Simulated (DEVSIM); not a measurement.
System: Pd/Si3N4/SiO2/n-Si capacitor, at 300 K.

Layer 1 from the left is Si3N4, thickness (nm) 7.50. Layer 2 from the left is SiO2, thickness (nm) 1.40. Layer 3 from the left is Si, thickness (nm) 11000, Nd (cm⁻³) 2.8e15.

Metal gate on the left, work function 5.2 eV. Fixed charge at the semiconductor interface 0 cm⁻² (in units of +e); no interface traps.

This is a model device: material constants are rounded textbook-type values typed into the input, and sizes, dopings and lifetimes were drawn at random. Values at 300 K.

Si3N4: gap (eV) 5.1, affinity (eV) 2.1, permittivity 7.5. SiO2: gap (eV) 9, affinity (eV) 0.9, permittivity 3.9. Si: gap (eV) 1.124, affinity (eV) 4.05, permittivity 11.7, Nc (cm⁻³) 2.86e19, Nv (cm⁻³) 3.1e19.

Simulated with DEVSIM: 1D Poisson equation in equilibrium, Boltzmann statistics, complete ionisation; no quantum confinement or tunnelling. Metal contacts follow the ideal Schottky-Mott rule: no Fermi-level pinning, no interface dipoles.

Question: What does the simulation give for the flat-band voltage?

Answer: flat-band voltage 0.91 V.
